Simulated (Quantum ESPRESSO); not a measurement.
Input and output of a self-consistent single point for RbBH₄ (F-43m, 6 atoms in the cell) (Quantum ESPRESSO).

Level of theory: LDA (PZ), GBRV 1.5 ultrasoft (LDA) pseudopotentials (plane waves; Quantum ESPRESSO).

```yaml
crystal:
  lattice:
    - [0.00000, 3.45324, 3.45324]
    - [3.45324, 0.00000, 3.45324]
    - [3.45324, 3.45324, 0.00000]
  atoms:
    - { symbol: Rb, position: [0.00000, 0.00000, 0.00000] }
    - { symbol: B, position: [0.50000, 0.50000, 0.50000] }
    - { symbol: H, position: [0.60242, 0.60242, 0.60242] }
    - { symbol: H, position: [0.19274, 0.60242, 0.60242] }
    - { symbol: H, position: [0.60242, 0.60242, 0.19274] }
    - { symbol: H, position: [0.60242, 0.19274, 0.60242] }
```

Reference input (self-consistent single point, DFT, PBEsol, plane waves, GBRV 1.5 ultrasoft (PBESOL) pseudopotentials): ecutwfc = 40 Ry; ecutrho = 200 Ry; occupations = fixed; potentials = {Rb: rb_pbesol_v1.uspp.F.UPF, B: b_pbesol_v1.4.uspp.F.UPF, H: h_pbesol_v1.4.uspp.F.UPF}; K_POINTS = automatic 6 6 6 0 0 0; nbnd = 16; conv_thr = 1e-10 Ry. This run's input differs from it in these lines:

```diff
@@ -21,5 +21,5 @@
 ATOMIC_SPECIES
-Rb    85.4678  rb_pbesol_v1.uspp.F.UPF
-B     10.8100  b_pbesol_v1.4.uspp.F.UPF
-H      1.0080  h_pbesol_v1.4.uspp.F.UPF
+Rb    85.4678  rb_lda_v1.uspp.F.UPF
+B     10.8100  b_lda_v1.4.uspp.F.UPF
+H      1.0080  h_lda_v1.4.uspp.F.UPF
 CELL_PARAMETERS {angstrom}
```

Log, with long lists cut:

```
     Self-consistent Calculation

     iteration #  1     ecut=    40.00 Ry     beta= 0.70

     negative rho (up, down):  6.353E-02 0.000E+00

     total energy              =     -64.17349003 Ry
     estimated scf accuracy    <       0.72363693 Ry

     iteration #  2     ecut=    40.00 Ry     beta= 0.70

     negative rho (up, down):  6.492E-02 0.000E+00

     total energy              =     -64.35018687 Ry
     estimated scf accuracy    <       0.22725922 Ry

     iteration #  3     ecut=    40.00 Ry     beta= 0.70

     negative rho (up, down):  6.553E-02 0.000E+00

     total energy              =     -64.40010391 Ry
     estimated scf accuracy    <       0.00315086 Ry

   [... 4 blocks of this kind left out ...]

     iteration #  8     ecut=    40.00 Ry     beta= 0.70

     negative rho (up, down):  6.522E-02 0.000E+00

     total energy              =     -64.40062307 Ry
     estimated scf accuracy    <          1.0E-09 Ry

     iteration #  9     ecut=    40.00 Ry     beta= 0.70

     negative rho (up, down):  6.522E-02 0.000E+00
     End of self-consistent calculation

     highest occupied, lowest unoccupied level (ev):    -0.9964    4.6311

!    total energy              =     -64.40062307 Ry
     estimated scf accuracy    <          5.1E-12 Ry

     convergence has been achieved in   9 iterations

     negative rho (up, down):  6.522E-02 0.000E+00

     Forces acting on atoms (cartesian axes, Ry/au):

     atom    1 type  1   force =    -0.00000000    0.00000000    0.00000000
     atom    2 type  2   force =    -0.00000000   -0.00000000    0.00000000
     atom    3 type  3   force =     0.00534004    0.00534004    0.00534004
     atom    4 type  3   force =     0.00534004   -0.00534004   -0.00534004
     atom    5 type  3   force =    -0.00534004   -0.00534004    0.00534004
     atom    6 type  3   force =    -0.00534004    0.00534004   -0.00534004

     Total force =     0.018498     Total SCF correction =     0.000001

     negative rho (up, down):  6.522E-02 0.000E+00
          total   stress  (Ry/bohr**3)                   (kbar)     P=       -8.56
  -0.00005819   0.00000000  -0.00000000           -8.56        0.00       -0.00
   0.00000000  -0.00005819   0.00000000            0.00       -8.56        0.00
  -0.00000000   0.00000000  -0.00005819           -0.00        0.00       -8.56

   JOB DONE.
```

The run converged in 9 iterations. Against the reference run the pressure goes from 0.35 to -0.86 GPa, the largest force goes from 0.225 to 0.238 eV/Å and the gap on the mesh goes from 5.910 to 5.627 eV.

The starting cell comes from a database of computed structures (which also holds hypothetical and non-ambient phases and stackings), without a prior relaxation at this level.
